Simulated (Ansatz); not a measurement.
Input and output of a self-consistent single point for a (001) slab of TiCd (cut from a parent of space group no. 129; 4 atoms in the cell) (Ansatz, a quantum-chemistry and plane-wave program).

Computed with PBEsol, default PAW files made with PBE (plane waves; Ansatz).

The change in words: vacuum of 4 angstrom (first run: 14 Å). Reference geometry:
```
CdTi
1.0
    2.90254     0.00000     0.00000
    0.00000     2.90254     0.00000
    0.00000     0.00000    20.64351
Ti Cd
2 2
Direct
  0.00000   0.50000   0.45229
  0.50000   0.00000   0.54772
  0.00000   0.50000   0.66091
  0.50000   0.00000   0.33909
```

Reference input (self-consistent single point, DFT, PBEsol, plane waves, default PAW files made with PBE): basis.ecutwfc = 420 eV; kpoints.mp_grid.grid = 10 10 1; hamiltonian.xc = pbesol; hamiltonian.pseudopotentials = {kind: paw} (the program's default PAW files); scf.occupations.method = fermi_dirac; scf.occupations.width = 0.1 eV. This run's input differs from it in these lines:

Ansatz 0.2 input:
```diff
@@ -4,8 +4,8 @@
     - [0.000000, 2.902540, 0.000000]
-    - [0.000000, 0.000000, 20.643512]
+    - [0.000000, 0.000000, 10.643495]
   atoms:
-    - { symbol: Ti, position: [0.000000, 0.500000, 0.452288] }
-    - { symbol: Ti, position: [0.500000, 0.000000, 0.547718] }
-    - { symbol: Cd, position: [0.000000, 0.500000, 0.660910] }
-    - { symbol: Cd, position: [0.500000, 0.000000, 0.339090] }
+    - { symbol: Ti, position: [0.000000, 0.500000, 0.407461] }
+    - { symbol: Ti, position: [0.500000, 0.000000, 0.592551] }
+    - { symbol: Cd, position: [0.000000, 0.500000, 0.812092] }
+    - { symbol: Cd, position: [0.500000, 0.000000, 0.187908] }
 basis:
```

The program printed (abridged):

```
SCF iter   1: F=—  HF=-21315.586035 eV  |F-HF|=—  |Δ(HF+E_count)|=         —  Δρ=1.02e-2  dr2=3.15e-1  ethr=1.77e-3  ⟨swp⟩=5.1  Hψ=2640  notcnv=0
all-band conjugate gradients solve this SCF's bands
preconditioner: auto → LDOS
SCF iter   2: F=—  HF=-21315.574729 eV  |F-HF|=—  |Δ(HF+E_count)|=   1.13e-2  Δρ=9.68e-3  dr2=9.63e-2  ethr=4.92e-4  ⟨swp⟩=2.1  Hψ=1476  notcnv=0
SCF iter   3: F=—  HF=-21315.550836 eV  |F-HF|=—  |Δ(HF+E_count)|=   2.39e-2  Δρ=1.90e-3  dr2=2.34e-3  ethr=1.51e-4  ⟨swp⟩=2.0  Hψ=1569  notcnv=0
SCF iter   4: F=—  HF=-21315.550084 eV  |F-HF|=—  |Δ(HF+E_count)|=   7.52e-4  Δρ=3.55e-4  dr2=2.04e-4  ethr=3.66e-6  ⟨swp⟩=2.0  Hψ=1429  notcnv=0
SCF iter   5: F=—  HF=-21315.550078 eV  |F-HF|=—  |Δ(HF+E_count)|=   6.05e-6  Δρ=7.13e-5  dr2=6.10e-6  ethr=3.19e-7  ⟨swp⟩=2.0  Hψ=885  notcnv=0
SCF iter   6: F=—  HF=-21315.550035 eV  |F-HF|=—  |Δ(HF+E_count)|=   4.30e-5  Δρ=2.25e-5  dr2=2.35e-7  ethr=9.53e-9  ⟨swp⟩=2.0  Hψ=1157  notcnv=0
SCF iter   7: F=-21315.550035 eV  HF=-21315.550035 eV  |F-HF|=1.47e-8  |Δ(HF+E_count)|=   8.98e-8  Δρ=6.25e-6  dr2=3.15e-8  ethr=1.56e-10  ⟨swp⟩=5.1  Hψ=3029  notcnv=0
SCF 1 converged in 7 iterations: F = -21315.550035 eV  dr2 = 3.15e-8
Free energy (F): -21315.550035 eV
Internal energy: -21315.462445 eV  (E = F + TS)
E sigma→0 (E₀):  -21315.506240 eV
Entropy (-TS):   -0.087590 eV (-21.897 meV/atom)
Fermi energy:    11.455456 eV
--- Forces (eV/Å), atoms counted from 1 ---
  atom   1  Ti     0.00000000     0.00000000     0.08298703
  atom   2  Ti     0.00000000     0.00000000    -0.08298703
  atom   3  Cd     0.00000000     0.00000000     0.02531970
  atom   4  Cd     0.00000000     0.00000000    -0.02531970
--- Stress (GPa, compression-positive) ---
       -4.628293       0.000000       0.000000
        0.000000      -4.628293       0.000000
        0.000000       0.000000      -7.044330
  P = ⅓ Tr σ = -5.4336 GPa (-54.336 kbar)
  The stress holds the Pulay correction. Without it, at fixed plane waves, as pw.x and ABINIT print it: P = -5.4576 GPa
```

The run converged in 7 iterations. Against the reference run the free energy goes down by 82.0 meV/atom and the largest force goes from 0.325 to 0.083 eV/Å.

The starting cell comes from a database of computed structures (which also holds hypothetical and non-ambient phases and stackings), without a prior relaxation at this level. The slab is cut from that crystal, and its faces are unrelaxed. Its lattice was rescaled by up to half a per cent. Spin polarisation is off.
